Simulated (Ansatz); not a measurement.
## How the band gap of GeSiC2 (model structure, started from the AlGaN2 type, P-4m2, No. 115, 4 atoms in the cell) moves with the method

No measured value is used here.

```json
[
 {"level (code)": "LDA (Ansatz)", "value (eV)": "___"},
 {"level (code)": "PBE (Ansatz)", "value (eV)": "1.49 (indirect)"},
 {"level (code)": "PBEsol+SOC (Ansatz)", "value (eV)": "1.36 (indirect)"},
 {"level (code)": "r²SCAN (Ansatz)", "value (eV)": "___"},
 {"level (code)": "HSE06 (Ansatz)", "value (eV)": "2.30 (indirect)"},
 {"level (code)": "HSE06+SOC (Ansatz)", "value (eV)": "2.28 (indirect)"},
 {"level (code)": "G0W0@HSE06+SOC (Ansatz)", "value (eV)": "2.74"}
]
```

### Question
Some entries are withheld; supply them.

### Answer

- LDA (Ansatz, an electronic-structure program), value (eV): 1.45 (indirect)
- r²SCAN (Ansatz), value (eV): 1.80 (indirect)

Computed values are for a static lattice. Levels without +SOC have no spin–orbit coupling; where heavier elements are present it shifts gaps, mostly down, and can invert bands.  G0W0@HSE06+SOC: filled d or f shells below the valence bands can shift G0W0 gaps through exchange with them, which wasn't tested here. G0W0@HSE06+SOC: GW on a hybrid start was not checked against another program. G0W0@HSE06+SOC: spin–orbit coupling enters as the shift of the gap found with a semilocal functional. Values are at the PBEsol cell. Cutoffs and k meshes differ between the levels. Ansatz's density-functional and Hartree–Fock values are scalar-relativistic unless marked +SOC, with PAW data made under PBE.

A model structure was made by putting elements into a prototype or built by hand; it is no filed structure, need not be a known phase, and can be a saddle point held by its symmetry.
